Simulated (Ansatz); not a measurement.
# TiAl with two functionals, biaxial strain −0.52 %, plane normal [001], relaxed out of plane

Take TiAl (space group P4/mmm, No. 123; a = 2.824 Å, c = 4.075 Å; relaxed with 0.1 eV smearing) as the base. Axes: x, y, z lie along a, b, c of the conventional cell.

(Cell as relaxed with PBE.)

Levels (all Ansatz, a quantum-chemistry and plane-wave program, PAW, earlier PAW set): PBE (420 eV, without spin-orbit coupling); r2SCAN (500 eV, spin-orbit coupling left out).

Each level relaxes its own structure.

| base | PBE | r2SCAN |
|---|---|---|
| volume per atom | 16.25 Å³ | 16.07 Å³ |
| lattice parameter a | 5.336 bohr | 5.315 bohr |
| band gap | zero | zero |

Perturbation: compressive biaxial strain of 0.52 % in the plane normal to [001], as in epitaxy on a mismatched substrate; the out-of-plane cell vector and the atoms relax.

```csv
quantity,PBE,r2SCAN
shortest interatomic distance,5.309 bohr,5.288 bohr
"pressure (mean of the normal stresses, compression positive)",0.6 GPa,0.7 GPa
out-of-plane strain,+0.51 %,+0.49 %
```

PBE's shortest interatomic distance lies 0.021 bohr above r2SCAN's (0.4 %). Neither level is exact; r2SCAN is the comparison here, not a measurement.

No phonon test of stability was made. The final runs are not spin-polarised.
